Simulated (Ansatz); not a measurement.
# TiC: response to strain

Start from TiC in the rock salt structure (space group Fm-3m, No. 225; a = 4.329 Å; relaxed with 0.1 eV smearing). Axes: x, y, z lie along the cube axes.

Strains are applied to the cell and any free atomic positions relax; under biaxial strain the out-of-plane vector relaxes too; under stress the whole cell relaxes.

Calculations: r2SCAN (Ansatz, a quantum-chemistry and plane-wave program, PAW, no SOC), earlier PAW set.

Notes on the quantities. pressure: mean of the normal stresses, compression positive; energy relative to the base: free energy F.

```json
[
 {"case": "base", "pressure": "0.0 GPa", "volume per atom": "10.14 Å³", "energy relative to the base": "0 meV/atom"},
 {"case": "biaxial strain −1.24 %, plane normal [001], relaxed out of plane", "pressure": "5.3 GPa", "volume per atom": "9.95 Å³", "energy relative to the base": "+6.0 meV/atom"},
 {"case": "biaxial strain −0.84 %, plane normal [001], relaxed out of plane", "pressure": "3.5 GPa", "volume per atom": "10.01 Å³", "energy relative to the base": "+2.7 meV/atom"},
 {"case": "biaxial strain −2.13 %, plane normal [111], relaxed out of plane", "pressure": "8.8 GPa", "volume per atom": "9.82 Å³", "energy relative to the base": "+17 meV/atom"},
 {"case": "isotropic strain −2.38 %", "pressure": "21.9 GPa", "volume per atom": "9.43 Å³", "energy relative to the base": "+45 meV/atom"},
 {"case": "isotropic strain +5.97 %", "pressure": "-32.2 GPa", "volume per atom": "12.06 Å³", "energy relative to the base": "+0.224 eV/atom"},
 {"case": "uniaxial strain ε_yy = −3.76 %", "pressure": "11.6 GPa", "volume per atom": "9.76 Å³", "energy relative to the base": "+27 meV/atom"},
 {"case": "uniaxial strain ε_zz = +4.70 %", "pressure": "-10.1 GPa", "volume per atom": "10.61 Å³", "energy relative to the base": "+31 meV/atom"},
 {"case": "tensor shear ε_xz = −1.91 %", "pressure": "0.1 GPa", "volume per atom": "10.13 Å³", "energy relative to the base": "+8.7 meV/atom"},
 {"case": "uniaxial stress, 3 GPa tension along x", "pressure": "–", "volume per atom": "10.18 Å³", "energy relative to the base": "+0.6 meV/atom"}
]
```

Stability under load was not tested beyond the relaxation. The final runs are not spin-polarised.
